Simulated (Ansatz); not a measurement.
Start from Mg₃Sb₂ (space group P-3m1, No. 164; a = 4.5669 Å, c = 7.2470 Å).

Level of theory: r2SCAN in Ansatz (plane waves to 500 eV, PAW, without spin-orbit coupling).

One change was made to it. Results:

The band gap drops by 0.13 eV to 0.48 eV; the volume per atom falls by 1.96 Å³ (26.18 Å³ → 24.22 Å³).

Problem. Which change produced these results?
A) pressure 18 GPa
B) pressure 4.2 GPa
C) pressure 1.8 GPa
D) pressure 45 GPa

Solution. B, pressure 4.2 GPa. For comparison, the band gap in the other runs: pressure 45 GPa gives zero; pressure 1.8 GPa gives 0.55 eV; pressure 18 GPa gives 0.09 eV.

Spin-orbit coupling, missing from the scalar runs, can matter with Sb. Load acts through the strain it causes; cell and atoms are relaxed under it. Stability against distortions was not tested. No other phases were tried under pressure. All final runs are without spin polarisation. The zero or small gap of Mg3Sb2 under pressure 45 GPa and Mg3Sb2 under pressure 18 GPa can change with the level of theory.

Ansatz is a first-principles code.
